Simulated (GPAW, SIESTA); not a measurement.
A GPAW input for a self-consistent single point of La2O3 (P-3m1, 5 atoms in the cell) (DFT PBE, plane waves, GPAW PAW datasets PBE (gpaw-data 1.0.1)):

```python
from ase import Atoms
from ase.units import GPa
from gpaw import GPAW

atoms = Atoms(['La', 'La', 'O', 'O', 'O'],
              cell=[[1.888127, -3.270332, 0.000000],
                    [1.888127, 3.270332, 0.000000],
                    [0.000000, 0.000000, 5.875237]],
              scaled_positions=[[0.333333, 0.666667, 0.247000],
                                [0.666667, 0.333333, 0.753000],
                                [0.000000, 0.000000, 0.000000],
                                [0.333333, 0.666667, 0.647000],
                                [0.666667, 0.333333, 0.353000]],
              pbc=True)

calc = GPAW(mode={'name': 'pw', 'ecut': 900},
            xc='PBE',
            kpts={'size': (7, 7, 4), 'gamma': True},
            occupations={'name': 'fermi-dirac', 'width': 0.02},
            nbands=-8,
            convergence={'bands': -6},
            symmetry={'symmorphic': False, 'tolerance': 0.0005},
            maxiter=120,
            txt='-')

atoms.calc = calc

energy = atoms.get_potential_energy()
print('Energy (eV):', round(energy, 6))
forces = atoms.get_forces()
print('Forces (eV/Ang):')
print(forces.round(5))
stress = atoms.get_stress()
print('Stress (GPa, Voigt):', (stress / GPa).round(4))
```

Write the same calculation as an input for SIESTA.

One input that does it (others would too):

```
# files in the folder: La.psml O.psml (PseudoDojo PBE standard)
SystemName  La2O3
SystemLabel La2O3

NumberOfAtoms                5
NumberOfSpecies              2
%block ChemicalSpeciesLabel
  1 57 La
  2 8 O
%endblock ChemicalSpeciesLabel
LatticeConstant              1.0 Bohr
%block LatticeVectors
     3.568042919   -6.180031817    0.000000000
     3.568042919    6.180031817    0.000000000
     0.000000000    0.000000000   11.102588847
%endblock LatticeVectors
AtomicCoordinatesFormat      Fractional
%block AtomicCoordinatesAndAtomicSpecies
     0.333333330    0.666666670    0.247000000  1
     0.666666670    0.333333330    0.753000000  1
     0.000000000    0.000000000    0.000000000  2
     0.333333330    0.666666670    0.647000000  2
     0.666666670    0.333333330    0.353000000  2
%endblock AtomicCoordinatesAndAtomicSpecies

XC.functional                GGA
XC.authors                   PBE
PAO.BasisSize                DZP
PAO.EnergyShift              0.01 Ry
MeshCutoff                   300 Ry
%block kgrid.MonkhorstPack
    7   0   0  0.0
    0   7   0  0.0
    0   0   4  0.0
%endblock kgrid.MonkhorstPack
OccupationFunction           FD
ElectronicTemperature        0.02 eV

MaxSCFIterations             150
SCF.Mixer.Method             Pulay
SCF.Mixer.Weight             0.2
SCF.Mixer.History            8
SCF.DM.Tolerance             1.0E-05
Diag.ParallelOverK           true
WriteForces                  true
```

Basis, cutoffs, solver keys and any potentials are the target program's own. This input uses DFT, GGA PBE, numerical atomic orbitals DZP, PseudoDojo PBE standard norm-conserving potentials (rewritten from UPF to PSML).

The starting cell has typed, rounded lattice constants, without a prior relaxation at this level. Its lattice was rescaled by a random factor within 2.5 % of one. For this run, on top of that: lattice scaled by 0.98.
